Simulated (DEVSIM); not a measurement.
Device: Schottky contact on n-type GaAs, at 300 K.

```csv
layer (left to right),material,thickness (μm),Nd (cm⁻³),τn (s),τp (s)
1,GaAs,16.0,6.3e15,2.2e-9,2.2e-9
```

Left contact: Schottky, work function 5.04 eV, emission velocity 3.8e6 cm/s. Right contact: ohmic. Voltage is applied to the left contact. Recombination: SRH at mid-gap, radiative, Auger. Mobility is μmin + (μ − μmin)/(1 + (N/Nref)^α).

This is a model device: material constants are rounded textbook-type values typed into the input, and sizes, dopings and lifetimes were drawn at random. Values at 300 K.

```tsv
parameter	GaAs
gap (eV)	1.424
affinity (eV)	4.07
permittivity	12.9
Nc (cm⁻³)	4.7e17
Nv (cm⁻³)	9e18
μn (cm²/Vs)	8500
μp (cm²/Vs)	400
μn,min	500
μp,min	20
Nref,n	6e16
Nref,p	1.5e17
αn	0.39
αp	0.38
B (cm³/s)	2e-10
Cn (cm⁶/s)	1e-30
Cp (cm⁶/s)	1e-30
```

Model (solved in DEVSIM): 1D drift-diffusion, Boltzmann statistics, complete ionisation; no tunnelling, impact ionisation, image-force lowering or self-heating. Metal contacts follow the ideal Schottky-Mott rule: no Fermi-level pinning, no interface dipoles.

The thickness of layer 1 was swept, all else fixed.

```json
[
 {"thickness of layer 1 (μm)": "3.2", "dark forward voltage at 100 A/cm² (V)": "0.773"},
 {"thickness of layer 1 (μm)": "5.6", "dark forward voltage at 100 A/cm² (V)": "0.777"},
 {"thickness of layer 1 (μm)": "9.6", "dark forward voltage at 100 A/cm² (V)": "___"},
 {"thickness of layer 1 (μm)": "16", "dark forward voltage at 100 A/cm² (V)": "0.793"},
 {"thickness of layer 1 (μm)": "27", "dark forward voltage at 100 A/cm² (V)": "0.811"},
 {"thickness of layer 1 (μm)": "48", "dark forward voltage at 100 A/cm² (V)": "0.844"},
 {"thickness of layer 1 (μm)": "80", "dark forward voltage at 100 A/cm² (V)": "0.895"}
]
```

Problem. Complete the blanks.

Solution. 
- 9.6, dark forward voltage at 100 A/cm² (V): 0.784
